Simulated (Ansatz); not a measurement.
# A computed series for hypothetical diamond Rh: pressure series

Start from Rh in the diamond structure (space group Fd-3m, No. 227; a = 5.433 Å; a hypothetical phase, not in the database extracts checked).

Cell and atoms are relaxed at each pressure.

Calculations: DFT with PBEsol, PAW potentials and a 420 eV plane-wave cutoff in Ansatz (a quantum-chemistry and plane-wave program), no spin-orbit coupling.

Notes on the quantities. enthalpy: H = E + PV relative to the base's energy.

```csv
variant,density,enthalpy
base,8.52 g/cm³,–
pressure −2 GPa,8.41 g/cm³,-0.25 eV/atom
pressure −1 GPa,8.47 g/cm³,-0.13 eV/atom
pressure 0.3 GPa,8.54 g/cm³,+0.04 eV/atom
pressure 0.7 GPa,8.56 g/cm³,+0.09 eV/atom
pressure 1.5 GPa,8.61 g/cm³,+0.19 eV/atom
pressure 3 GPa,8.69 g/cm³,+0.37 eV/atom
pressure 5 GPa,8.79 g/cm³,+0.62 eV/atom
pressure 7.5 GPa,8.92 g/cm³,+0.92 eV/atom
pressure 10 GPa,9.03 g/cm³,+1.21 eV/atom
```

Load acts through the strain it causes; cell and atoms are relaxed under it. No phonon test of stability was made. Competing high-pressure phases were not computed. All final runs are without spin polarisation. Rh has a high density of states at the Fermi level and may be magnetic at this level.
